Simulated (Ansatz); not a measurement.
The starting structures come from a database of crystals and need not be the phases stable at ambient conditions.

Tunnelling through a barrier is set by its complex band structure: the current falls as exp(−2κd) with the smallest κ.

Here is the system:

```yaml
crystal:
  lattice:
    - [5.14252, 0.00000, 0.00000]
    - [0.00000, 16.49949, 0.00000]
    - [2.57126, 8.24975, 2.57126]
  atoms:
    - { symbol: K, position: [0.00000, 0.84515, 0.00000] }
    - { symbol: K, position: [0.00000, 0.15485, 0.00000] }
    - { symbol: K, position: [0.50000, 0.00000, 0.00000] }
    - { symbol: K, position: [0.50000, 0.50000, 0.00000] }
    - { symbol: Br, position: [0.00000, 0.64415, 0.00000] }
    - { symbol: Br, position: [0.00000, 0.35585, 0.00000] }
    - { symbol: O, position: [0.00000, 0.00000, 0.00000] }
```

Space group of this cell: I4/mmm. The cell is taken as given.

Transport runs along the normal of the first two printed cell vectors, the (100) plane of the conventional cell.

The gap is the functional's own. No spin-orbit coupling. Mid-gap values are interpolated on the energy grid.

Question: Estimate the band gap and the smallest decay constant κ at mid-gap that r2SCAN in Ansatz (an electronic-structure program) returns for this system.

Answer: Gap 1.40 eV on a 12×12×12 mesh; κ = 0.227 1/Å, at the zone centre.
